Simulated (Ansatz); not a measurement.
Antifluorite K2S was calculated with BLYP in Ansatz (plane waves, PAW).

Settings: plane-wave cutoff 520 eV, 8×8×8 k mesh, Fermi–Dirac smearing 0.01 eV, scalar-relativistic PAW data made under PBE.

The cell has the measured lattice: a = 7.391 Å, b = 7.391 Å, c = 7.391 Å, α = 90.00°, β = 90.00°, γ = 90.00°.

**Question.** Predict the band gap and smallest direct gap on the k points sampled.

**Answer.** 
- band gap = 2.42 eV (indirect)
- smallest direct gap on the k points sampled = 2.63 eV

Note: cell and atoms aren't relaxed at this level (pressure 1.4 GPa).

The result took roughly 7 core-seconds.

Ansatz is a program for electronic structure.
